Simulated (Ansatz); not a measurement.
The reference is ZnS in the zinc blende structure (space group F-43m, No. 216; a = 5.389 Å). Axes: x, y, z lie along the cube axes.

Level of theory: Kohn–Sham DFT with the r2SCAN functional, run in Ansatz (a first-principles code) with PAW and 500 eV plane waves, no spin-orbit coupling.

Free-standing slabs (2 atom(s) a layer) normal to [110] with 15 Å of vacuum; in-plane cell held at bulk.

One change was made to it. Results:

The shortest interatomic distance decreases by 0.083 Å (2.334 Å → 2.251 Å); the gap character comes out as indirect, Γ → X; the band gap goes up by 0.16 eV to 2.86 eV.

Q: Which change produced these results?
A. 1 layer
B. 3 layers
C. 4 layers

A: B, 3 layers. For comparison, the gap character in the other runs: 4 layers gives direct at Γ; 1 layer gives indirect, U → Γ.

Gaps are Kohn–Sham eigenvalue differences; semilocal functionals usually give less than the measured gap. Whether these cells are dynamically stable was not tested. Labels are those of the standard path for the cell's own space group.
